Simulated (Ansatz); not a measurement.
An Ansatz (an electronic-structure program) run: TiS2 with a change (Pb on a S site, symmetric start); plane-wave PAW DFT at the PBE-D3(BJ) level (Ansatz, 420 eV), no spin-orbit coupling.

Input:

Ansatz 0.2 input:
```yaml
crystal:
  lattice:
    - [5.040883444, -2.9103554134, 0]
    - [0.0000000001, 5.8207108268, 0]
    - [-1.6802944814, -2.9103554134, 5.5224432053]
  atoms:
    - { symbol: Ti, position: [0, 0, 0] }
    - { symbol: Ti, position: [0.6666666667, 0.3333333333, 0] }
    - { symbol: Ti, position: [0.3333333333, 0.6666666667, 0] }
    - { symbol: Pb, position: [0.086188452, 0.5057102374, 0.2585653561] }
    - { symbol: S, position: [0.7528551187, 0.8390435707, 0.2585653561] }
    - { symbol: S, position: [0.4195217854, 0.1723769041, 0.2585653561] }
    - { symbol: S, position: [0.5804782146, 0.8276230959, 0.7414346439] }
    - { symbol: S, position: [0.2471448813, 0.1609564293, 0.7414346439] }
    - { symbol: S, position: [0.913811548, 0.4942897626, 0.7414346439] }
basis: { ecutwfc: 420, ecutrho_ratio: 4, xc_grid: 2, fft_grid_basis: typed }
kpoints: { mp_grid: { grid: [8, 8, 8] } }
hamiltonian:
  xc: pbe
  dispersion: d3bj
  pseudopotentials: { kind: paw }
scf: { occupations: { method: fermi_dirac, width: 0.05 }, convergence: { dr2_threshold: 0.0000000009 } }
relax: { f_tol: 0.02, max_steps: 45 }
output: { forces: true, stress: true }
checkpoint: { write: state.ck, write_every: 1000 }
```

Output (explanatory and most iteration lines left out):

```
Relaxation: its limit of steps is 45 (relax.max_steps)
Pseudopotential: Ti, paw, valence charge 12
Pseudopotential: Pb, paw, valence charge 14
Pseudopotential: S, paw, valence charge 6
Crystal: 9 atoms, lattice volume = 162.037 Å³
Basis set: ecut = 420 eV, 3217 PW (Γ), exchange–correlation on 80×80×90 points (8 copies of the dense FFT grid, shifted against one another)
Bands: 49, of which v1, the nominal top of the filled ones, is band 40 counted from 1 (39 counted from 0)
Symmetry: 3 space group operations
Space group: R3 (ITA 146), of the structure as read, at distance tolerance 5.5e-5 Å
k-points: 90 of 512 (time reversal used)
Functional: x = pbe(κ = 0.804, μ = 0.2195149727645171), c = pbe(β = 0.06672455060314922)
SCF iter   1: F=—  HF=-23925.953978 eV  |F-HF|=—  |Δ(HF+E_count)|=         —  Δρ=7.75e-3  dr2=1.93e-1  ethr=1.77e-3  ⟨swp⟩=6.4  Hψ=17076  notcnv=0
SCF iter   2: F=—  HF=-23925.930983 eV  |F-HF|=—  |Δ(HF+E_count)|=   2.30e-2  Δρ=3.73e-3  dr2=5.52e-2  ethr=2.41e-4  ⟨swp⟩=2.2  Hψ=5772  notcnv=0  defer=110
SCF 1 converged in 10 iterations: F = -23925.921488 eV  dr2 = 6.03e-11
relax step   1: F+E_penalty+E_count = -23925.92148754 eV  Δ(F+E_penalty+E_count) = +0.000e0 eV  max|allowed force component| = 8.060e0 eV/Å  Δτ_max = 0.0000 Å  (10 SCF iters, accepted)
Crystal: 9 atoms, lattice volume = 162.037 Å³
SCF iter   1: F=—  HF=-23927.980721 eV  |F-HF|=—  |Δ(HF+E_count)|=         —  Δρ=1.15e-2  dr2=4.04e-1  ethr=5.03e-4  ⟨swp⟩=1.7  Hψ=18147  notcnv=0  defer=77
SCF iter   2: F=—  HF=-23927.922482 eV  |F-HF|=—  |Δ(HF+E_count)|=   5.82e-2  Δρ=6.47e-3  dr2=1.61e-1  ethr=5.03e-4  ⟨swp⟩=2.0  Hψ=4750  notcnv=0  defer=77
SCF 2 converged in 10 iterations: F = -23927.885466 eV  dr2 = 2.47e-10
relax step   2: F+E_penalty+E_count = -23927.88546647 eV  Δ(F+E_penalty+E_count) = -1.964e0 eV  max|allowed force component| = 4.106e0 eV/Å  Δτ_max = 0.1949 Å  (10 SCF iters, accepted)
Crystal: 9 atoms, lattice volume = 162.037 Å³
SCF iter   1: F=—  HF=-23928.711733 eV  |F-HF|=—  |Δ(HF+E_count)|=         —  Δρ=8.46e-3  dr2=2.02e-1  ethr=2.52e-4  ⟨swp⟩=1.8  Hψ=17220  notcnv=0  defer=71
SCF iter   2: F=—  HF=-23928.684696 eV  |F-HF|=—  |Δ(HF+E_count)|=   2.70e-2  Δρ=4.70e-3  dr2=7.87e-2  ethr=2.52e-4  ⟨swp⟩=2.1  Hψ=4954  notcnv=0  defer=71
SCF 3 converged in 10 iterations: F = -23928.667850 eV  dr2 = 7.64e-11
relax step   3: F+E_penalty+E_count = -23928.66785007 eV  Δ(F+E_penalty+E_count) = -7.824e-1 eV  max|allowed force component| = 1.835e0 eV/Å  Δτ_max = 0.1949 Å  (10 SCF iters, accepted)
Crystal: 9 atoms, lattice volume = 162.037 Å³
SCF iter   1: F=—  HF=-23928.966863 eV  |F-HF|=—  |Δ(HF+E_count)|=         —  Δρ=8.45e-3  dr2=1.96e-1  ethr=2.71e-3  ⟨swp⟩=5.8  Hψ=12485  notcnv=0  defer=8
SCF iter   2: F=—  HF=-23928.939974 eV  |F-HF|=—  |Δ(HF+E_count)|=   2.69e-2  Δρ=4.54e-3  dr2=6.79e-2  ethr=2.45e-4  ⟨swp⟩=2.3  Hψ=5811  notcnv=0  defer=45
SCF 4 converged in 10 iterations: F = -23928.925507 eV  dr2 = 1.28e-10
relax step   4: F+E_penalty+E_count = -23928.92550708 eV  Δ(F+E_penalty+E_count) = -2.577e-1 eV  max|allowed force component| = 2.245e-1 eV/Å  Δτ_max = 0.1918 Å  (10 SCF iters, accepted)
Crystal: 9 atoms, lattice volume = 162.037 Å³
SCF iter   1: F=—  HF=-23928.944571 eV  |F-HF|=—  |Δ(HF+E_count)|=         —  Δρ=3.10e-3  dr2=3.15e-2  ethr=1.20e-4  ⟨swp⟩=3.5  Hψ=9512  notcnv=0  defer=50
SCF iter   2: F=—  HF=-23928.939816 eV  |F-HF|=—  |Δ(HF+E_count)|=   4.75e-3  Δρ=1.57e-3  dr2=1.01e-2  ethr=3.94e-5  ⟨swp⟩=1.3  Hψ=5154  notcnv=0  defer=43
SCF 5 converged in 9 iterations: F = -23928.937269 eV  dr2 = 1.99e-10
relax step   5: F+E_penalty+E_count = -23928.93726946 eV  Δ(F+E_penalty+E_count) = -1.176e-2 eV  max|allowed force component| = 6.048e-2 eV/Å  Δτ_max = 0.0260 Å  (9 SCF iters, accepted)
[...]
SCF 6 converged in 8 iterations: F = -23928.939262 eV  dr2 = 5.88e-10
relax step   6: F+E_penalty+E_count = -23928.93926229 eV  Δ(F+E_penalty+E_count) = -1.993e-3 eV  max|allowed force component| = 1.676e-2 eV/Å  Δτ_max = 0.0142 Å  (8 SCF iters, accepted)
SCF converged after 8 iterations
Free energy (F): -23928.939262 eV
Internal energy: -23928.867489 eV  (E = F + TS)
E sigma→0 (E₀):  -23928.903376 eV
Entropy (-TS):   -0.071773 eV (-7.975 meV/atom)
Fermi energy:    10.912975 eV
  E_disp       = -4.052335  (pairwise vdW)
--- Forces (eV/Å), atoms counted from 1 ---
  atom   1  Ti    -0.00322726    -0.01676109     0.01135601
  atom   2  Ti    -0.01290190     0.01117543     0.01135601
  atom   3  Ti     0.01612916     0.00558566     0.01135601
  atom   4  Pb     0.00000000     0.00000000     0.00753013
  atom   5  S     -0.00000000    -0.00000000    -0.01203722
  atom   6  S      0.00000000     0.00000000     0.00233473
  atom   7  S     -0.01487647     0.00081939    -0.01063516
  atom   8  S      0.00672862    -0.01329310    -0.01063516
  atom   9  S      0.00814785     0.01247371    -0.01063516
--- Stress (GPa, compression-positive) ---
       -0.960988       0.000000       0.000000
       -0.000000      -0.960988      -0.000000
        0.000000      -0.000000       6.479826
  P = ⅓ Tr σ = 1.5193 GPa (15.193 kbar)
--- Relaxed structure (6 steps of the walk, 6 accepted, 0 SCFs on fresh bases) ---
  atoms:
    - { symbol: Ti, position: [-0.0072863425133942545, -0.0459592140190218, -0.0206219854170436] }
    - { symbol: Ti, position: [0.6279937951610393, 0.3199976904296839, -0.0206219854170436] }
    - { symbol: Ti, position: [0.3586705619353115, 0.6847175527552506, -0.020621985417043593] }
    - { symbol: Pb, position: [0.1216366071941475, 0.5766065477216283, 0.36490982158244245] }
    - { symbol: S, position: [0.7521336879288563, 0.837600709191046, 0.2564010637865692] }
    - { symbol: S, position: [0.4193288587820299, 0.17199105089739322, 0.25798657634608985] }
    - { symbol: S, position: [0.5887763904524419, 0.8352494001796916, 0.7275228315120098] }
    - { symbol: S, position: [0.22560676466565124, 0.14771648845142665, 0.7275228315120098] }
    - { symbol: S, position: [0.9131396763939164, 0.47207977439290105, 0.7275228315120098] }
```

The cell is small, so the values are those of an ordered compound at a high defect concentration; dilute-limit values will differ. The defect started on the symmetric site and kept its symmetry, so it may sit on a saddle. The final runs are not spin-polarised. The cell was made from TiS₂ in the CdI2 type structure (space group P-3m1, No. 164; layered, stacked along the Cartesian z axis) by this change: Pb on a S site. The defect cell is not spin-polarised.
